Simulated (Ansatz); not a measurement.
Consider Mg3SiO in the anti-perovskite structure (space group Pm-3m, No. 221; a = 4.190 Å; a hypothetical phase, not in the database extracts checked).

Levels (all Ansatz, an electronic-structure program, PAW): PBEsol (420 eV, no spin-orbit coupling); r2SCAN (500 eV, no SOC).

The geometry is relaxed with PBEsol.

| Quantity | Result |
|---|---|
| PBEsol pressure | 0.0 GPa |

Question: What does r2SCAN give at this geometry for the pressure?

Answer: The pressure goes from zero to -0.4 GPa.

Single points use the geometry relaxed with PBEsol. Their cutoffs differ, which shifts pressures a little. No phonon test of stability was made. All final runs are without spin polarisation.
